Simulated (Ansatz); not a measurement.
The reference is C in the diamond structure (space group Fd-3m, No. 227; a = 3.5603 Å).

All numbers come from Kohn–Sham DFT with the r2SCAN functional, run in Ansatz (a first-principles code) with PAW and 500 eV plane waves, scalar-relativistic without spin-orbit coupling.

One change was made to it. Results:

The lattice parameter a falls by 0.004 Å to 3.556 Å; the gap character is still indirect, Γ → Γ–X (71 % along); the band gap hardly moves (4.36 eV against 4.37 eV); the width of the top valence band rises by 0.029 eV, from 8.75 eV to 8.77 eV.

Q: Which change produced these results?
(A) pressure 7.5 GPa
(B) pressure −2 GPa
(C) pressure 1.5 GPa
(D) pressure 10 GPa

A: C, pressure 1.5 GPa. For comparison, the lattice parameter a in the other runs: pressure 7.5 GPa gives 3.541 Å; pressure 10 GPa gives 3.535 Å; pressure −2 GPa gives 3.566 Å.

Load acts through the strain it causes; cell and atoms are relaxed under it. No phonon test of stability was made. No other phases were tried under pressure.
